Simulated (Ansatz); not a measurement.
# Effective masses and thermopower of BaO (Fm-3m)

Data:

```xyz
2
Lattice="0.0000 2.7450 2.7450 2.7450 0.0000 2.7450 2.7450 2.7450 0.0000" Properties=species:S:1:pos:R:3 pbc="T T T"
Ba     0.0000     0.0000     0.0000
O      2.7450     2.7450     2.7450
```

These are PBEsol with spin-orbit coupling, rigid bands (plane waves, PAW; Ansatz, an electronic-structure program) values and carry that method's errors. Condition of this run: spin-orbit coupling switched on. Cell: cell and atoms relaxed with PBEsol.

The band gap comes out as 1.80 eV. The electron conductivity mass (300 K, dilute) is 0.50 mₑ and the hole conductivity mass (300 K, dilute) comes out as 1.01 mₑ. The effective density of states N_c (300 K) is 3.3e19 cm⁻³, the effective density of states N_v (300 K) is 1.4e20 cm⁻³ and the density-of-states mass, electrons comes out as 1.19 mₑ. The density-of-states mass, holes is 3.1 mₑ. The Seebeck coefficient, n-type 1e19 cm⁻³, 300 K comes out as -318 μV/K and the best n-type power factor at 300 K for τ = 10 fs (best axis; densities from 1e16 to 1e21 cm⁻³ tried, whether or not they can be reached) is 10.7 μW/(cm·K²) at 1e20 cm⁻³. The Seebeck coefficient, p-type 1e19 cm⁻³, 300 K is 450 μV/K.

Rigid bands; masses and Seebeck coefficients take one relaxation time τ for all states and one kind of carrier; polarons and phonon drag are left out.
